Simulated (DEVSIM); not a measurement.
Structure: illuminated Si n-on-p cell, one wavelength, with a back-surface field, at 300 K.

```tsv
layer (left to right)	material	thickness (μm)	Nd (cm⁻³)	Na (cm⁻³)	τn (s)	τp (s)	absorption coefficient (cm⁻¹)
1	Si	0.270	1.8e18	-	5e-7	2.7e-6	7800
2	Si	27.0	-	6.9e15	1.6e-5	1.6e-5	7800
3	Si	1.10	-	5.2e18	1.6e-5	1.6e-5	7800
```

Left contact: ohmic, minority hole recombination velocity 100 cm/s. Right contact: ohmic, minority electron recombination velocity 3000 cm/s. Voltage is applied to the left contact. Recombination: SRH at mid-gap, radiative, Auger. Light enters at the left, 1.7e18 photons cm⁻² s⁻¹, one pass, no reflection. Mobility is constant in doping. Where it depends on doping, it is μmin + (μ − μmin)/(1 + (N/Nref)^α).

Constants are typed, rounded textbook-type inputs, not results; the design itself was drawn at random and stands for no fabricated device. Values at 300 K; Nc and Nv go as T^1.5, mobilities as T to minus their exponent, the gap by Varshni's rule with the affinity fixed. The table also holds parameters that only a changed run uses.

```tsv
parameter	Si
gap (eV)	1.124
affinity (eV)	4.05
permittivity	11.7
Nc (cm⁻³)	2.86e19
Nv (cm⁻³)	3.1e19
μn (cm²/Vs)	1417
μp (cm²/Vs)	470
μn,min	52
μp,min	45
Nref,n	9.7e16
Nref,p	2.2e17
αn	0.68
αp	0.72
T exponent of μn	2.3
T exponent of μp	2.2
B (cm³/s)	4.7e-15
Cn (cm⁶/s)	2.8e-31
Cp (cm⁶/s)	9.9e-32
Varshni α (eV/K)	0.000473
Varshni β (K)	636
```

Simulated with DEVSIM: 1D drift-diffusion, Boltzmann statistics, complete ionisation; no tunnelling, impact ionisation, image-force lowering or self-heating.

Base results: open-circuit voltage (V) 0.740; dark forward voltage at 100 A/cm² (V) 0.927; potential step across the device at zero bias (V) 1.006; largest power (mW/cm²) 162.

Q: What follows from this one change: temperature 300 → 450 K?

A: open-circuit voltage 0.740 → 0.458 V; dark forward voltage at 100 A/cm² 0.927 → 0.741 V; potential step across the device at zero bias 1.006 → 0.858 V; largest power 162 → 78.7 mW/cm².

Q: What follows from this one change: Auger recombination switched off?

A: open-circuit voltage little changed (0.741 V); dark forward voltage at 100 A/cm² 0.927 → 0.945 V; potential step across the device at zero bias little changed (1.006 V); largest power little changed (162 mW/cm²).
